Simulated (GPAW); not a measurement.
A user runs GPAW on LiTa₂S₄ (P-3m1, 7 atoms in the cell) and asks whether the run is sound. The aim is a self-consistent single point with DFT PBEsol, plane waves, GPAW PAW datasets PBEsol (made by gpaw-setup).

Cell that was meant: a = 3.3597 Å, b = 3.3597 Å, c = 12.8935 Å, α = 90.00°, β = 90.00°, γ = 120.00°.

Part of the input:

```python
                         [-0.000002, 1.939713, 1.657454]],
              pbc=True)

calc = GPAW(mode={'name': 'pw', 'ecut': 120},
            xc='PBEsol',
            kpts={'size': (8, 8, 2), 'gamma': True},
            occupations={'name': 'methfessel-paxton', 'width': 0.05, 'order': 1},
```

Output, abridged:

```
Input parameters:
  convergence: {forces: 0.001}
  kpts: {gamma: True,
         size: (8, 8, 2)}
  maxiter: 150
  mode: {ecut: 120,
   [... lines left out ...]
   6 S     -0.000002    1.939713    1.657454    ( 0.0000,  0.0000,  0.0000)

Unit cell:
           periodic     x           y           z      points  spacing
  1. axis:    yes    3.359680    0.000000    0.000000     9     0.3233
  2. axis:    yes   -1.679840    2.909568    0.000000     9     0.3233
  3. axis:    yes    0.000000    0.000000   12.893460    35     0.3684

  Lengths:   3.359680   3.359680  12.893460
  Angles:   90.000000  90.000000 120.000002

Effective grid spacing dv^(1/3) = 0.3543
     iter     time        total  log10-change:
                         energy   eigst   dens  force
iter:   1 --:--:--   -44.913540
iter:   2 --:--:--   -44.565913   -2.38  -1.16
iter:   3 --:--:--   -43.961048   -2.03  -1.19
iter:   4 --:--:--   -43.809627   -2.86  -1.34
iter:   5 --:--:--   -43.745075   -2.60  -1.42
iter:   6 --:--:--   -43.748130   -2.56  -1.65
iter:   7 --:--:--   -43.721680   -3.62  -1.99
iter:   8 --:--:--   -43.684016   -3.01  -2.09
iter:   9 --:--:--   -43.683199   -5.13  -2.71
iter:  10 --:--:--   -43.682953c  -5.36  -2.84
   [... lines left out ...]
iter:  14 --:--:--   -43.682302c  -6.83  -3.62
iter:  15 --:--:--   -43.682286c  -7.13  -3.65
iter:  16 --:--:--   -43.682312c  -6.45  -3.71
iter:  17 --:--:--   -43.682315c  -6.74  -3.84
iter:  18 --:--:--   -43.682321c  -7.49c -4.10c
iter:  19 --:--:--   -43.682319c  -7.93c -4.25c -1.93
iter:  20 --:--:--   -43.682315c  -8.26c -4.40c -2.56
iter:  21 --:--:--   -43.682314c  -9.08c -4.67c -2.92
iter:  22 --:--:--   -43.682313c  -9.66c -4.67c -2.82
iter:  23 --:--:--   -43.682313c  -9.03c -4.70c -2.66
iter:  24 --:--:--   -43.682313c  -9.95c -4.84c -3.37c
Converged after 24 iterations.

Dipole moment: (-0.000000, 0.000000, -0.000000) |e|*Ang

Energy contributions relative to reference atoms: (reference = -891654.113810)

Kinetic:        -25.562168
Potential:      +18.081377
External:        +0.000000
XC:             -40.003227
Entropy (-ST):   +0.001044
Local:           +3.801009
SIC:             +0.000000
--------------------------
Free energy:    -43.681965
Extrapolated:   -43.682313

Showing only first 2 kpts
 Kpt  Band  Eigenvalues  Occupancy
  0    23      5.66498    2.00000
  0    24      7.55879   -0.00000
  0    25      8.56494   -0.00000
  0    26      9.85717    0.00000

  1    23      5.45668    2.00000
  1    24      7.93383   -0.00000
  1    25      8.25207   -0.00000
  1    26      9.88620    0.00000

   [... lines left out ...]
Fermi level: 7.20450
No gap
   [... lines left out ...]
  2 Ta   -0.00000   -0.00000   -0.25012
  3 S     0.00000   -0.00000    0.35874
  4 S     0.00000    0.00000   -0.35874
  5 S    -0.00000    0.00000    0.51497
  6 S    -0.00000    0.00000   -0.51497

Stress tensor:
     0.169830    -0.000000     0.000000
    -0.000000     0.169830     0.000000
     0.000000     0.000000     0.147633
Stress (GPa, Voigt): [27.2097 27.2097 23.6535  0.      0.     -0.    ]
```

Q: Is anything amiss in this input, and did it matter?

A: The run is not sound. The fault is a basis or grid far too coarse for these potentials. The error of an incomplete plane-wave basis or grid does not cancel at such settings. To fix it, restore the cutoff that the potentials need and check convergence. The run converged in 24 iterations without an error; against the sound input the free energy rises by 824 meV/atom, the pressure goes from -3.96 to -26.02 GPa and the largest force goes from 0.266 to 0.515 eV/Å.

An input that runs soundly differs in these lines (not the only fix; some lines may just follow from the change or write a value another way):
```diff
-calc = GPAW(mode={'name': 'pw', 'ecut': 120},
+calc = GPAW(mode={'name': 'pw', 'ecut': 550},
```

With that input, the run converged in 28 iterations: free energy E − TS (from the program's reference atoms) -49.4527 eV; Fermi level (on the code's own zero) 7.00 eV; pressure -3.96 GPa; largest force (vector length) 0.266 eV/Å (DFT PBEsol, plane waves, GPAW PAW datasets PBEsol (made by gpaw-setup)).

On the sound input: the starting cell comes from a database of computed structures (which also holds hypothetical and non-ambient phases and stackings), without a prior relaxation at this level. Spin polarisation is off; with an odd number of electrons in the cell that forces a metal, and a magnetic state may lie lower. With a pressure of about -4 GPa the cell is away from its equilibrium volume at this level.
